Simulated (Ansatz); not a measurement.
Si, response to strain

The parent structure is Si in the diamond structure (space group Fd-3m, No. 227).

```
Si
1.0
    0.00000     2.72216     2.72216
    2.72216     0.00000     2.72216
    2.72216     2.72216     0.00000
Si
2
Cartesian
  0.00000   0.00000   0.00000
  1.36108   1.36108   1.36108
```

Cartesian axes are those of the cell as printed.

Strains are applied to the cell and any free atomic positions relax.

Method: r2SCAN, PAW, 500 eV (Ansatz, a first-principles code; spin-orbit coupling left out).

Notes on the quantities. energy relative to the base: free energy F.

```csv
variant,band gap,smallest direct gap,volume per atom,energy relative to the base
base,0.78 eV,2.74 eV,20.17 Å³,0 meV/atom
uniaxial strain ε_zz = −3.00 %,0.38 eV,2.52 eV,19.57 Å³,+9.7 meV/atom
uniaxial strain ε_zz = −2.50 %,0.45 eV,2.56 eV,19.67 Å³,+6.7 meV/atom
uniaxial strain ε_zz = −2.00 %,0.51 eV,2.60 eV,19.77 Å³,+4.3 meV/atom
uniaxial strain ε_zz = −1.50 %,0.58 eV,2.63 eV,19.87 Å³,+2.4 meV/atom
uniaxial strain ε_zz = −1.00 %,0.64 eV,2.67 eV,19.97 Å³,+1.1 meV/atom
uniaxial strain ε_zz = −0.50 %,0.71 eV,2.70 eV,20.07 Å³,+0.3 meV/atom
```

Stability against distortions was not tested.
